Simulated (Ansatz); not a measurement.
**ZnS, pressure series**

Base system: ZnS in the wurtzite structure (space group P6_3mc, No. 186).

ZnS is modelled in the hexagonal space group P6₃mc (No. 186), the wurtzite structure, Pearson symbol hP4. Cell: a = 3.8451 Å, b = 3.8451 Å, c = 6.3057 Å, α = 90.00°, β = 90.00°, γ = 120.00°. Zn on 2b has 4 S at 2.357–2.362 Å (tetrahedral). S on 2b is coordinated by 4 Zn at 2.357–2.362 Å (tetrahedral). (Neighbours: up to the widest gap in distance over summed covalent radii, below 1.35, at either atom; cation-cation and far metal-metal contacts left out.)

Cell and atoms are relaxed at each pressure.

Computed with Ansatz (a quantum-chemistry and plane-wave program), PBE, PAW, cutoff 420 eV, spin-orbit coupling left out, earlier PAW set.

| variant | width of the top valence band | lattice parameter a | band gap |
|---|---|---|---|
| base | 2.03 eV | 3.845 Å | 2.07 eV |
| pressure −2 GPa | 1.94 eV | 3.886 Å | 1.94 eV |
| pressure −1 GPa | 1.99 eV | 3.865 Å | 2.01 eV |
| pressure 1.8 GPa | 2.11 eV | 3.813 Å | 2.18 eV |
| pressure 4.2 GPa | 2.22 eV | 3.774 Å | 2.31 eV |
| pressure 9 GPa | 2.39 eV | 3.710 Å | 2.53 eV |
| pressure 18 GPa | 2.68 eV | 3.615 Å | 2.85 eV |
| pressure 30 GPa | 3.00 eV | 3.516 Å | 3.10 eV |
| pressure 45 GPa | 3.39 eV | 3.412 Å | 2.72 eV |
| pressure 60 GPa | 3.82 eV | 3.312 Å | 2.12 eV |

Load acts through the strain it causes; cell and atoms are relaxed under it. Whether these cells are dynamically stable was not tested. Tetrahedral semiconductors of this kind turn to denser phases somewhere between about 1 and 50 GPa; those were not computed, so compressed cells here can lie past the real transition.
